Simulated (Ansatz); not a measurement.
Hypothetical diamond Hf: 2 layers

The reference is Hf in the diamond structure (space group Fd-3m, No. 227; a = 6.3762 Å; a hypothetical phase, not in the database extracts checked). Axes: x, y, z lie along the cube axes.

Perturbation: a free-standing slab of 2 layers (4 atoms, 2 a layer) is cut normal to [110], with 15 Å of vacuum and the in-plane cell held at bulk.

The values are results of PBEsol in Ansatz (plane waves to 420 eV, PAW, no spin-orbit coupling), not measurements. k-mesh 10×8×1 (Γ-centred); smearing 0.05 eV (Fermi–Dirac), for the changed cell.

```csv
quantity,base,changed,shift
layer's space group (with vacuum),–,Pmna (No. 53),–
shortest interatomic distance,2.761 Å,2.689 Å,-0.0715 Å
band gap,zero,zero,–
excess energy per area of both faces (slab less bulk energy over the cell's area: twice a surface energy),–,1.10 J/m²,–
thickness between the outermost nuclei,–,2.42 Å,–
```

Slab and bulk use different k-meshes, which limits the precision of the excess energy. Spin-orbit coupling, missing from the scalar runs, can matter with Hf. Stability against distortions was not tested. All final runs are without spin polarisation. Hf has a high density of states at the Fermi level and may be magnetic at this level.

Ansatz is a program for electronic structure.
